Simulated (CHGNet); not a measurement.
## AlB2-type HfB₂

The numbers are results of the machine-learned potential CHGNet-r²SCAN (trained on r²SCAN data), not measurements.

Cell: relaxed at this level.

| Quantity | Value |
|---|---|
| lattice constant a | 3.124 Å |
| lattice parameter c | 3.501 Å |
| volume per atom | 9.86 Å³/atom |

Measured, for comparison: lattice constant a 3.14 Å, lattice parameter c 3.48 Å (temperature not stated, copied from a table, unchecked, no zero-point or thermal correction; as tabulated in Journal of Nuclear Materials 21, 14 (1967)); equilibrium volume per atom 9.91 Å³/atom (room temperature, no zero-point or thermal correction; as tabulated in Burrage et al. (2022), doi:10.3390/ma15082762). Computed (rounded) less measured: lattice constant a not scored (unchecked), lattice parameter c not scored (unchecked), equilibrium volume per atom -0.5 %. A static lattice is as a rule a little smaller and stiffer than an uncorrected measurement, which narrows the difference in the lattice constant a, equilibrium volume per atom and would widen misses of the other sign.

A machine-learned potential is trained on density-functional data: it inherits that level's misses and adds fitting errors of its own.

Note: the model gives imaginary modes for this phase (in the spectrum interpolated from a supercell).
